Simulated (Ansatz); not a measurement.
For MoGe2 (Pnma, No. 62, 12 atoms in the cell; start mp-13688), PBEsol (Ansatz, a first-principles code, plane waves, PAW) gives:

| Item | Value |
|---|---|
| equilibrium volume per atom | 15.47 Å³/atom |
| enthalpy of formation | -0.248 eV/atom |

Problem. What does r²SCAN-D4 (Ansatz, plane waves, PAW) give for the same quantities?

Solution. 
- equilibrium volume per atom: 15.57 Å³/atom (rises by 0.6 %)
- formation enthalpy: -0.170 eV/atom (moves by +0.078 eV/atom)

Changes are worked out from the printed values.

Unless a cell is named, each level is at its own relaxed cell (PBEsol 15.47, r²SCAN-D4 15.57 Å³/atom).

Caveats: the relaxation could not lower the start's symmetry, so the cell can be a saddle point above a distorted one (PBEsol, r²SCAN-D4). Ansatz's density-functional and Hartree–Fock values are scalar-relativistic unless marked +SOC, with PAW data made under PBE.

A start named mp-… is a Materials Project structure, which need not be a measured phase.
